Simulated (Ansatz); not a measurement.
## PbGeO3, response to strain

Consider PbGeO3 in the cubic perovskite structure (space group Pm-3m, No. 221; a = 3.841 Å; a cell from a computed database, its experimental status unchecked). Axes: x, y, z lie along the cube axes.

Strains are applied to the cell and any free atomic positions relax; under stress the whole cell relaxes.

The values are results of plane-wave PAW DFT at the PBEsol level (Ansatz, a first-principles code, 420 eV), no spin-orbit coupling, not measurements.

Notes on the quantities. energy relative to the base: free energy F.

```csv
change,volume per atom,pressure,energy relative to the base,space group
base,11.33 Å³,0.0 GPa,0 meV/atom,Pm-3m (No. 221)
isotropic strain −1.54 %,10.82 Å³,9.5 GPa,+15 meV/atom,Pm-3m (No. 221)
isotropic strain +2.55 %,12.22 Å³,-11.1 GPa,+33 meV/atom,Pm-3m (No. 221)
uniaxial strain ε_xx = −1.45 %,11.17 Å³,2.8 GPa,+2.2 meV/atom,P4/mmm (No. 123)
"uniaxial stress, 5 GPa tension along z",11.46 Å³,–,+4.8 meV/atom,P4/mmm (No. 123)
```

The mesh was chosen for an insulator and is coarse for the gapless case. Without a gap, meshes like the base's 9×9×9 leave anisotropic stresses uncertain by several tenths of a GPa, and small strain energies with them. Beyond what the load breaks, stability against distortions was not tested. All final runs are without spin polarisation. Many cubic perovskites are stable only at high temperature; tilts and polar distortions were not tested.
